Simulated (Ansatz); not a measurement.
## SiSn (model structure, started from the PtS type, P4₂/mmc, No. 131, 4 atoms in the cell): properties by level of theory

```csv
level (code),lattice constant a (Å),lattice parameter c (Å)
PBE (Ansatz),3.906,[?]
PBEsol (Ansatz),3.833,7.195
PBE-D3(BJ) (Ansatz),3.830,7.242
```

### Question
Some entries are withheld; supply them.

### Answer

- PBE (Ansatz, a quantum-chemistry and plane-wave program), lattice parameter c (Å): 7.256

Ansatz's density-functional and Hartree–Fock values are scalar-relativistic unless marked +SOC, with PAW data made under PBE.

Static lattice: no zero-point or thermal effects.

A model structure was made by putting elements into a prototype or built by hand; it is no filed structure, need not be a known phase, and can be a saddle point held by its symmetry.
